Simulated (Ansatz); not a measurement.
**A computed series for BN: carrier doping**

Consider BN in the wurtzite structure (space group P6_3mc, No. 186; a = 2.554 Å, c = 4.224 Å).

Carriers are added at fixed cell with a uniform background; the Fermi–Dirac width is that of 300 K.

Method: PBE (Ansatz, a program for electronic structure, PAW, spin-orbit coupling left out), earlier PAW set.

Notes on the quantities. Fermi level from band edge: Fermi level relative to the doped band's edge (positive inside the band; to 0.05 eV).

```json
[
 {"electron density (10^21 cm⁻³)": "1", "Fermi level from band edge (eV)": "0.50"},
 {"electron density (10^21 cm⁻³)": "3", "Fermi level from band edge (eV)": "1.00"},
 {"electron density (10^21 cm⁻³)": "10", "Fermi level from band edge (eV)": "?"},
 {"electron density (10^21 cm⁻³)": "20", "Fermi level from band edge (eV)": "2.25"}
]
```

Task: Fit E_F = C n^s, fitted as a line in log–log form (a parabolic band gives s = 2/3) to the rows shown and predict the withheld row.

Result: Least squares on the printed values gives C = 0.53 eV, s = 0.49 (largest residual 0.09 eV); this predicts 1.65 eV, and the run gives 1.80 eV, 0.15 higher.

Charged cell with a jellium background: band edges are those of the host's band count, energies are not comparable with the neutral cell, and many-body gap narrowing is missing. Whether these cells are dynamically stable was not tested.
